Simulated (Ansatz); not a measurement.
# GaAs: band gap against strain

GaAs (zinc blende, F-43m, 22.746 Å³/atom at rest) under an equal strain ε in the (001) plane with the normal axis free, as in a coherent film. r2SCAN in Ansatz, a plane-wave DFT program (PAW, default set), 500 eV, 10×10×10 Γ-centred mesh, Fermi-Dirac smearing 0.05 eV; ions are relaxed within the symmetry of each cell. Gaps are the smallest over the k-mesh and a band path, without spin-orbit coupling; in all rows the valence edge lies at Γ and the conduction edge at Γ.

Here s stands for strain and Eg for gap.

```csv
strain (%),gap (eV)
-3.00,?
-1.50,1.038
-1.00,1.014
-0.50,0.987
0.00,0.960
```

Problem. Using a straight line, estimate the missing Eg at s = -3.00 from the other rows, showing the fit.

Solution. Means: s -0.75000, Eg 0.9998. About the means, the sum of products is -0.065250 and the sum of squares of s is 1.2500; the slope is their ratio. Least squares gives Eg = 0.9606 - 0.05220·s. Residuals (row less fit): -0.0009, 0.0012, 0.0003, -0.0006; standard error 0.0012 (degrees of freedom: 2). Over these rows the gap moves by -5.2 ± 0.1 eV per unit strain. At the withheld row, Eg = 0.9606 - 0.05220 × (-3.0) = 1.1172 eV. The calculation gives 1.104 eV, 0.0132 eV below the prediction (9.2 % of the range of Eg in the table). The row lies outside the fitted rows, so this is an extrapolation. From the scatter of the fitted rows alone, a prediction at this place has a standard error of 0.0027 eV, so the miss is 4.9 times that.

One order more, fitted to all 7 runs of the series, follows each within 0.001, so the miss is the next term of a smooth law. Spin-orbit coupling is left out, which can shift this property for GaAs. Rows are the converged runs of the series near zero and its far end; series whose fitted rows scatter by over a few per cent of the range, as at a crossing or softening among them, aren't shown in this form. Most that stay on the fit to the last digits aren't either.
